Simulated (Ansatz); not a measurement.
The reference is InP in the wurtzite structure (space group P6_3mc, No. 186; a = 4.1487 Å, c = 6.8100 Å; a model cell, its experimental status unchecked). Axes: x lies along a and z along c of the hexagonal cell.

Method: PBEsol/PAW in Ansatz (a first-principles code), no spin-orbit coupling.

Base values:

| Property | Result |
|---|---|
| Band gap | 0.64 eV |
| Valence-band top at Γ | 0.00, 0.00, -0.11 eV |
| Electron mass | 0.050 mₑ along c, 0.055 mₑ across (at Γ) |

Now apply this change: biaxial strain +3.61 %, plane normal [001], relaxed out of plane (Cartesian); in-plane vectors clamped, the third vector and the atoms free.

Task: Predict the new band gap, valence-band top at Γ, in-plane stress and electron mass.

Result: The band gap shrinks by 0.34 eV (0.64 eV → 0.30 eV); the valence-band top at Γ (three highest levels, from the VBM) goes from 0.00, 0.00, -0.11 eV to 0.00, -0.15, -0.15 eV; the mean in-plane stress (compression positive) comes out as -4.5 GPa; the electron mass changes from 0.050 mₑ along c, 0.055 mₑ across (at Γ) to 0.026 mₑ out of plane, 0.036 mₑ in plane (at Γ).

Masses are band curvatures over ±0.01 Å⁻¹ around the edge. Stability against distortions was not tested. This is not the structure that InP has at room temperature and ambient pressure. A zero or small gap of InP under biaxial strain +3.61 %, plane normal [001], relaxed out of plane can be the functional's error rather than a property of the material.
